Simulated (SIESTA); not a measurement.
Band structure of TiCo (Pm-3m, 2 atoms in the cell).

```
CELL_PARAMETERS angstrom
      2.96309     0.00000     0.00000
      0.00000     2.96309     0.00000
      0.00000     0.00000     2.96309
ATOMIC_POSITIONS crystal
  Ti 0.00000 0.00000 0.00000
  Co 0.50000 0.50000 0.50000
```

Level of theory: GGA PBE, numerical atomic orbitals TZP, PseudoDojo PBE standard norm-conserving potentials (rewritten from UPF to PSML) (SIESTA).

Settings: XC.functional = GGA; XC.authors = PBE; potentials = PseudoDojo PBE standard; PAO.BasisSize = TZP; PAO.EnergyShift = 0.005 Ry; MeshCutoff = 400 Ry; kgrid.MonkhorstPack = 9 9 9; OccupationFunction = FD; ElectronicTemperature = 0.136 eV; MaxSCFIterations = 150; SCF.Mixer.Method = Pulay; SCF.Mixer.Weight = 0.2; SCF.Mixer.History = 8; SCF.DM.Tolerance = 1.0E-05.

The starting cell has typed, rounded lattice constants, without a prior relaxation at this level. Its lattice was rescaled by a random factor within 2.5 % of one. Spin polarisation is off. Values carry the incompleteness of an atom-centred basis.

Levels in eV from the Fermi level, bands 12 to 17:
```
point     12     13     14     15     16    17
-----  -----  -----  -----  -----  -----  ----
Γ      -1.46  -1.46  -1.46   0.83   0.83  2.85
X      -1.52  -1.52  -1.03  -0.79   0.14  0.70
M      -2.44  -0.60  -0.13   0.69   0.69  1.30
R      -2.15  -2.15  -2.15  -0.57  -0.57  3.29
```

Bands cross the Fermi level along this path, so the cell is metallic at this level.

Higher empty bands are left out: an atom-centred basis made for the valence describes them poorly.
